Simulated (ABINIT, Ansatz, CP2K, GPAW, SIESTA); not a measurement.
# Code comparison for CuZn (Pm-3m, 2 atoms in the cell)

Self-consistent single point.

```xyz
2
Lattice="2.9928 0.0000 0.0000 0.0000 2.9928 0.0000 0.0000 0.0000 2.9928" Properties=species:S:1:pos:R:3 pbc="T T T"
Zn     1.4964     1.4964     1.4964
Cu     0.0000     0.0000     0.0000
```

Shared settings, as Ansatz (a quantum-chemistry and plane-wave program) writes them: kpoints.mp_grid.grid = 7 7 7; scf.occupations.method = gaussian; scf.occupations.width = 0.02 Ry. Potentials and cutoffs stand in the table.

```json
[
 {"code": "SIESTA", "model": "GGA PBEsol, numerical atomic orbitals DZP, PseudoDojo PBEsol standard norm-conserving potentials (rewritten from UPF to PSML)", "pressure (GPa)": "-12.80", "cutoff": "grid 400 Ry"},
 {"code": "CP2K", "model": "PBEsol, GPW, DZVP-MOLOPT-SR-GTH basis, GTH-PBE potentials (GTH_POTENTIALS)", "pressure (GPa)": "-8.15", "cutoff": "grid 600 Ry"},
 {"code": "GPAW", "model": "PBEsol, GPAW PAW datasets PBEsol (made by gpaw-setup)", "pressure (GPa)": "-9.35", "cutoff": "850 eV"},
 {"code": "Ansatz", "model": "PBEsol, PAW files made with PBE", "pressure (GPa)": "-9.80", "cutoff": "default"},
 {"code": "ABINIT", "model": "PBEsol, PAW (JTH v2.0 PBE PAW, files made for PBE)", "pressure (GPa)": "-9.94", "cutoff": "30 Ha"}
]
```

On Ansatz's run: spin polarisation is off.

The spread over the programs that give each value: pressure within 4.65 GPa.

SIESTA and CP2K use small atom-centred bases, whose incompleteness enters pressures, forces and empty levels differently from a plane-wave cutoff. Ansatz's pressure is given at a fixed set of plane waves, as the other plane-wave codes print theirs; with its correction for the finite basis it is -9.69 GPa. In the pressure, SIESTA (by 3.00) and CP2K (by 1.65) lie more than 1 GPa from the median of the plane-wave programs.

The starting cell has typed, rounded lattice constants, without a prior relaxation at this level. Its lattice was rescaled by a random factor within 2.5 % of one.

Left out of this page: Elk and FLEUR (not drawn, or without a comparable value).

Keys are those of Ansatz 0.2.
